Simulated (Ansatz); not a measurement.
All values below come from PBE (plane waves to 420 eV, PAW; Ansatz, a quantum-chemistry and plane-wave program).

Plane-averaged electrostatic potential energy along the normal, in eV from the Fermi level, for O on the 1x1 (111) surface of fcc Ir, one in a 2x1 cell, started at the site 'bridge Ir-Ir (span 2.7 Å)':

(z (Å), V (eV)): (5.49, 5.49); (5.78, 5.49); (6.07, 5.48); (6.36, 5.48); (6.64, 5.47); (6.93, 5.45); (7.22, 5.40); (7.51, 5.29); (7.80, 5.04); (8.09, 4.50); (8.38, 3.30); (8.67, 0.61); (8.96, -6.09); (9.24, -15.70); (9.53, -22.66); (9.82, -23.38); (10.11, -17.55); (10.40, -8.45); (10.69, -2.33); (10.98, -3.38); (11.27, -11.07); (11.56, -19.87); (11.84, -24.35); (12.13, -22.13); (12.42, -14.43); (12.71, -5.56); (13.00, -1.99); (13.29, -5.52); (13.58, -14.30); (13.87, -21.95); (14.16, -24.14); (14.44, -19.64); (14.73, -10.83); (15.02, -3.05); (15.31, -1.45); (15.60, -6.37); (15.89, -15.70); (16.18, -22.96); (16.47, -24.26); (16.76, -19.03); (17.04, -10.72); (17.33, -5.10); (17.62, -2.65); (17.91, 0.19); (18.20, 3.52); (18.49, 5.29); (18.78, 5.73); (19.07, 5.88); (19.36, 5.93); (19.64, 5.95); (19.93, 5.95); (20.22, 5.96); (20.51, 5.96); (20.80, 5.96); (21.09, 5.96); (21.38, 5.96); (21.67, 5.96); (21.96, 5.96)

Model: 9-atom slab, 6.6 Å thick at the start under the adsorbate (thin: gaps and levels are the slab's own), 6x12x1 mesh, Fermi-Dirac 0.1 eV, dipole correction, 4 atoms held, the rest relaxed; symmetry of the start imposed; no spin, no spin-orbit, no U, no dispersion correction. At the end it is bonded to 3 Ir. In PBE it is, or lies within 0.03 eV of, the lowest of the starts that converged.

Task: The surface cell has an area of 12.98 Å². What dipole along the normal does the step between the two vacuum levels imply?

Result: the top vacuum level lies 0.47 eV above the bottom one; p = −ε₀ A ΔV (ε₀ = 0.005526 e/(V·Å)) gives -0.03 e·Å a cell.
